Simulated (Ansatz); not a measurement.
# Pressure series in Ag2S

The reference is Ag$_{2}$S in the anti-fluorite structure (space group Fm-3m, No. 225; a = 6.090 Å; a model cell, its experimental status unchecked).

Cell and atoms are relaxed at each pressure.

The values are results of PBEsol (Ansatz, a quantum-chemistry and plane-wave program, PAW, spin-orbit coupling left out), earlier PAW set, not measurements.

| P (GPa) | V (Å³/atom) |
|---|---|
| -2.00 | 19.325 |
| -1.00 | 19.066 |
| 3.00 | 18.205 |
| 7.00 | 17.537 |
| 15.00 | 16.531 |
| 30.00 | 15.250 |
| 50.00 | 14.123 |
| 75.02 | 13.152 |
| 100.01 | 12.440 |

A third-order Birch–Murnaghan fit to these points gives V₀ = 18.82 Å³/atom, B₀ = 83 GPa and B₀′ = 5.1. At pressure 100 GPa the volume is 66.1 % of V₀.

Load acts through the strain it causes; cell and atoms are relaxed under it. Whether these cells are dynamically stable was not tested. Competing high-pressure phases were not computed. All final runs are without spin polarisation. This is not the structure that Ag2S has at room temperature and ambient pressure.
